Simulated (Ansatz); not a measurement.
The parent structure is SnO2 in the rutile structure (space group P4_2/mnm, No. 136).

```xyz
6
Lattice="4.8276 0.0000 0.0000 0.0000 4.8276 0.0000 0.0000 0.0000 3.2381" Properties=species:S:1:pos:R:3 pbc="T T T"
Sn     0.0000     0.0000     0.0000
Sn     2.4138     2.4138     1.6191
O      1.4800     1.4800     0.0000
O      3.8938     0.9337     1.6191
O      0.9337     3.8938     1.6191
O      3.3475     3.3475     0.0000
```

Cartesian axes are those of the cell as printed.

Level of theory: PBE (Ansatz, a first-principles code; PAW; 420 eV plane waves; without spin-orbit coupling).

Perturbation: uniaxial strain ε_zz = −1.80 %, all other strain components held at zero, atoms relaxed at fixed cell.

**Question.** How does this affect the energy relative to the base?

**Answer.** The energy grows by 5.0 meV/atom.

**Question.** Estimate the effect on the stress.

**Answer.** The stress (xx, yy, zz, yz, xz, xy; compression positive) amounts to (2.41, 2.41, 7.20, 0.00, 0.00, 0.00) GPa.

No phonon test of stability was made.
